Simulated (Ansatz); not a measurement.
**ZrGeO (model structure, started from the ZrSiS type, P4/nmm, No. 129, 6 atoms in the cell)**

Computed with LDA in Ansatz (plane waves, PAW).

Numerical settings: plane-wave cutoff 520 eV, 16×16×8 k mesh (along the axes of the cell as run), Fermi–Dirac smearing 0.05 eV, scalar-relativistic PAW data made under PBE.

Cell (relaxed at this level):

```
CELL_PARAMETERS angstrom
      3.34409     0.00000     0.00000
      0.00000     3.34409     0.00000
      0.00000     0.00000     7.19747
ATOMIC_POSITIONS crystal
  Zr 0.00000 0.50000 0.68524
  Zr 0.50000 0.00000 0.31476
  Ge 0.00000 0.00000 0.00000
  Ge 0.50000 0.50000 0.00000
  O  0.50000 0.00000 0.61021
  O  0.00000 0.50000 0.38979
```

| Quantity | Value |
|---|---|
| band gap | zero (no gap) |
| bulk modulus | 174 GPa |

Note: the bulk modulus is −V dP/dV from two relaxed cells at ±2 % in volume; the relaxation could raise the start's symmetry but not lower it, so the cell can be a saddle point.

Spin–orbit coupling is not included.

Computed values are for the static lattice.

The result took roughly 9 core-minutes.

A model structure was made by putting elements into a prototype or built by hand; it is no filed structure, need not be a known phase, and can be a saddle point held by its symmetry.

Ansatz is a first-principles code.
